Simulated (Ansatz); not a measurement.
## MgSe, pressure series

The parent structure is MgSe in the rock salt structure (space group Fm-3m, No. 225).

```cif
data_Mg4Se4
_chemical_formula_sum 'Se4 Mg4'
_space_group_name_H-M_alt 'Fm-3m'
_space_group_IT_number 225
_space_group_name_Hall '-F 4 2 3'
_cell_length_a 5.47223
_cell_length_b 5.47223
_cell_length_c 5.47223
_cell_angle_alpha 90.000
_cell_angle_beta 90.000
_cell_angle_gamma 90.000
loop_
_atom_site_label
_atom_site_type_symbol
_atom_site_symmetry_multiplicity
_atom_site_Wyckoff_symbol
_atom_site_fract_x
_atom_site_fract_y
_atom_site_fract_z
_atom_site_occupancy
Se1 Se 4 a 0.00000 0.00000 0.00000 1
Mg1 Mg 4 b 0.50000 0.50000 0.50000 1
```
(The calculation used a cell of 2 atoms; values per cell refer to that cell.)

Cell and atoms are relaxed at each pressure.

Computed with r2SCAN in Ansatz (plane waves to 500 eV, PAW, no SOC).

```csv
pressure (GPa),band gap (eV)
-2,2.42
-1,2.45
0,2.48
0.3,2.49
1.5,?
3,2.55
5,2.59
7.5,2.64
10,2.68
```

Fit E_g = E₀ + αP + βP² to the rows shown and predict the withheld row.

Least squares on the printed values gives E₀ = 2.48 eV, α = 26.1 meV/GPa, β = -0.60 meV/GPa² (largest residual 0.00 eV); this predicts 2.52 eV, and the run gives 2.52 eV, in agreement.

Load acts through the strain it causes; cell and atoms are relaxed under it. Whether these cells are dynamically stable was not tested. No other phases were tried under pressure.

Ansatz is an electronic-structure program.
